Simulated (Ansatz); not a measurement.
Amorphous Si₂₄O₄₇H₂

A CHGNet melt-quench gave the starting glass, which DFT then relaxed. O atoms were pushed apart under 1.9 Å during the dynamics, to hinder bonds among them. The hot cell started wider than the set density and was brought back towards it in steps. It is the lowest in DFT energy of 2 quenches. It is a model cell: composition and starting density were chosen by hand, and all elements were melted together. No dispersion term was used.

Methods: PBE, scalar-relativistic without spin-orbit coupling (Ansatz, a quantum-chemistry and plane-wave program); r2SCAN, scalar-relativistic without spin-orbit coupling (Ansatz); HSE06, scalar-relativistic without spin-orbit coupling (Ansatz). Geometry, pressure, stress and energy are those of the PBE run. Its sampling: a 2×2×2 Γ-centred mesh; Fermi-Dirac width 0.01 eV; collinear spin, started from moments on atoms (at the end a net moment of 0.0 μB, with unpaired spins of both signs, a broken-symmetry state; no other order was tried). Other functionals are single points at the zone centre (r2SCAN at 500 eV; exact exchange cut at the cell's faces), free to take moments where seeds were set. The usual formal charges leave 4 electrons over, so the level spacing at the Fermi energy parts defect or band states and needn't be the band gap. In the spin-polarised cell the level spacing at the Fermi energy can part levels of unlike spin. At PBE the levels at both edges of the gap are localised (band-tail or defect states), and the nearest spread-out levels lie 5.9 eV apart at the zone centre.

The number of atoms in the cell is 73 and the density (held, not predicted) is 2.19 g/cm³. The volume per atom is 14.87 Å³. The pressure on a 2×2×2 Γ-centred mesh is -0.09 GPa, the largest force and stress component on that mesh (the relaxation ran on the zone centre alone) is 0.04 eV/Å and 2.0 GPa and the energy relative to alpha cristobalite + H2 gas + silicon (lowest mix at this level among the phases computed, not always the ambient ones) is 19.9 kJ/mol of atoms. The level spacing at the Fermi energy on a 2×2×2 Γ-centred mesh (PBE) is 1.40 eV, the level spacing at the Fermi energy at the zone centre (PBE) comes out as 1.43 eV and the level spacing at the Fermi energy at the zone centre (r2SCAN) is 2.29 eV. The level spacing at the Fermi energy at the zone centre (HSE06) comes out as 2.83 eV and the net moment is 0.00 μB (unpaired spins of both signs, a broken-symmetry state).

Neighbours within Si-Si 2.60 Å, Si-O 1.90 Å, Si-H 1.70 Å, O-O 1.58 Å, O-H 1.16 Å, H-H 0.90 Å count as bonded. Two cations that share two anions don't count as bonded, nor two that share one unless they lie closer than Si-Si 2.38 Å.

The mean coordination of Si by anions is 3.83 (1 with 2, 2 with 3, 21 with 4) and the mean coordination of O is 2.00 (47 with 2). The mean coordination of H is 1.00 (2 with 1). The mean Si-O bond is 1.644 Å (spread 0.020 Å, 92 counted) and the mean O-H bond is 0.977 Å (spread 0.006 Å, 2 counted).

Its density started from a set value of 2.19 g/cm³. Cooling (nominally 530 K/ps over its main leg) ran many orders faster than in experiment, which tends to leave more defects and strain. A cell of this size samples the disorder only roughly. The volume was held where the preparation left it, at a PBE pressure of -0.1 GPa (tension). Stress components on the final sampling reach 2.0 GPa.
